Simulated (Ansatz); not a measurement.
**tetragonal MoSi2 (1 1 0) on Si0.5Ge0.5, ordered in pairs of (001) planes (1 1 1) (film strained to the substrate, started from cuts of the bulks and a machine-learned relaxation; slabs Ge20Si20 and Mo12Si24, which can lie off the formulas)**

A periodic stack without vacuum, tetragonal MoSi2 (1 1 0) on Si0.5Ge0.5, ordered in pairs of (001) planes (1 1 1) (film strained to the substrate, started from cuts of the bulks and a machine-learned relaxation; slabs Ge20Si20 and Mo12Si24, which can lie off the formulas): substrate slab Ge20Si20, film Mo12Si24, surface cells [[0, -1], [2, -1]] and [[2, 1], [1, 2]], film strained by +0.6 and +0.6 %, outermost planes GeSi/GeSi and MoSi/MoSi as cut, which need not be the usual terminations and can put a slab off its formula.

The start was prepared with a machine-learned potential, and the result is one local minimum, with the in-plane cell held and forces under 0.04 eV/Å; the film can end far from its bulk form.

Calculation: PBE (plane waves to 420 eV, PAW; Ansatz, a program for electronic structure). Scalar-relativistic, without spin–orbit coupling; the runs are not spin-polarised; PBE gaps are too small against experiment. Its k-point mesh 4×4×1, Fermi–Dirac width 0.05 eV.

interface area: 54.4 Å²
period: 25.89 Å
heights between the nearest atoms of the two slabs at the two interfaces: 1.75 and 1.80 Å
Ge–Si contacts across the interfaces within 1.22 times the sum of covalent radii: 8, mean 2.52 Å
Ge–Mo contacts across the interfaces within 1.22 times the sum of covalent radii: 7, mean 2.90 Å
Si–Si contacts across the interfaces within 1.22 times the sum of covalent radii: 6, mean 2.39 Å
Mo–Si contacts across the interfaces within 1.22 times the sum of covalent radii: 6, mean 2.80 Å

```
CELL_PARAMETERS angstrom
      7.92221    -0.00034    -0.02506
      3.95695     6.86307    -0.05436
      2.06313     1.84632    25.87554
ATOMIC_POSITIONS crystal
  Ge 0.13693 0.69754 0.03329
  Ge 0.61632 0.15108 0.03600
  Ge 0.11781 0.68922 0.12831
  Ge 0.61979 0.19514 0.12888
  Ge 0.78562 0.36848 0.15206
  Ge 0.28132 0.85909 0.15823
  Ge 0.76722 0.33292 0.24893
  Ge 0.26414 0.83056 0.25353
  Ge 0.43498 0.99346 0.28190
  Ge 0.93605 0.49162 0.28085
  Ge 0.41828 0.96717 0.37722
  Ge 0.92005 0.46223 0.37581
  Ge 0.08231 0.63097 0.40486
  Ge 0.58335 0.13167 0.40813
  Ge 0.06342 0.60376 0.50034
  Ge 0.56376 0.10523 0.50415
  Ge 0.73911 0.26727 0.52942
  Ge 0.24012 0.75946 0.52889
  Ge 0.66605 0.29870 0.62337
  Ge 0.28924 0.59998 0.61747
  Si 0.22055 0.15509 0.03473
  Si 0.55926 0.85020 0.03931
  Si 0.12656 0.19650 0.12426
  Si 0.61576 0.71486 0.12616
  Si 0.78048 0.85578 0.16103
  Si 0.28230 0.34902 0.15898
  Si 0.77447 0.83490 0.25263
  Si 0.27356 0.33364 0.25072
  Si 0.43215 0.48835 0.28298
  Si 0.92745 0.99516 0.28418
  Si 0.42259 0.47111 0.37541
  Si 0.92014 0.97454 0.37632
  Si 0.08243 0.12392 0.40954
  Si 0.58395 0.62520 0.40649
  Si 0.07795 0.10355 0.50204
  Si 0.57502 0.60743 0.49798
  Si 0.72691 0.76338 0.53420
  Si 0.22608 0.26626 0.53478
  Si 0.71555 0.74402 0.62612
  Si 0.21865 0.29583 0.62564
  Mo 0.19209 0.75368 0.70518
  Mo 0.52224 0.09571 0.69375
  Mo 0.86544 0.41753 0.69449
  Mo 0.34803 0.40145 0.78775
  Mo 0.68174 0.73649 0.78186
  Mo 0.01451 0.06829 0.78629
  Mo 0.50497 0.04561 0.87063
  Mo 0.83699 0.38127 0.87168
  Mo 0.17083 0.71125 0.87613
  Mo 0.65951 0.69456 0.95406
  Mo 0.98945 0.03262 0.96258
  Mo 0.32717 0.35236 0.96384
  Si 0.50923 0.76405 0.69603
  Si 0.87452 0.07825 0.69597
  Si 0.18460 0.43810 0.70380
  Si 0.18988 0.07823 0.69511
  Si 0.51686 0.43842 0.70395
  Si 0.86913 0.76449 0.69565
  Si 0.68800 0.39886 0.78530
  Si 0.01535 0.73613 0.78722
  Si 0.34896 0.07151 0.78231
  Si 0.34560 0.73615 0.78732
  Si 0.67886 0.07116 0.78249
  Si 0.01177 0.39867 0.78506
  Si 0.84082 0.04955 0.87297
  Si 0.17270 0.37644 0.87564
  Si 0.50688 0.71235 0.87114
  Si 0.50358 0.37675 0.87532
  Si 0.83630 0.71197 0.87103
  Si 0.16425 0.04979 0.87310
  Si 0.98247 0.68222 0.96132
  Si 0.33368 0.01045 0.95489
  Si 0.66435 0.36664 0.96229
  Si 0.66962 0.00915 0.95442
  Si 0.97970 0.36483 0.96374
  Si 0.34470 0.68296 0.96172
```
